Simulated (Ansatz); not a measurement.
## A computed series for ZrN: pressure series

The parent structure is ZrN in the rock salt structure (space group Fm-3m, No. 225; a = 4.5952 Å).

Cell and atoms are relaxed at each pressure.

The values are results of PBE/PAW in Ansatz (a first-principles code), without spin-orbit coupling, earlier PAW set, not measurements.

Notes on the quantities. enthalpy: H = E + PV relative to the base's energy.

```tsv
case	volume per atom	enthalpy
base	12.13 Å³	–
pressure −2 GPa	12.23 Å³	-0.15 eV/atom
pressure −1 GPa	12.18 Å³	-0.08 eV/atom
pressure 0.9 GPa	12.09 Å³	+0.07 eV/atom
pressure 2.1 GPa	12.03 Å³	+0.16 eV/atom
pressure 4.5 GPa	11.92 Å³	+0.34 eV/atom
pressure 9 GPa	11.73 Å³	+0.67 eV/atom
pressure 15 GPa	11.49 Å³	+1.10 eV/atom
pressure 22.5 GPa	11.23 Å³	+1.64 eV/atom
pressure 30 GPa	11.00 Å³	+2.16 eV/atom
```

Load acts through the strain it causes; cell and atoms are relaxed under it. No phonon test of stability was made. No other phases were tried under pressure. All final runs are without spin polarisation. An odd electron count without spin: ZrN.
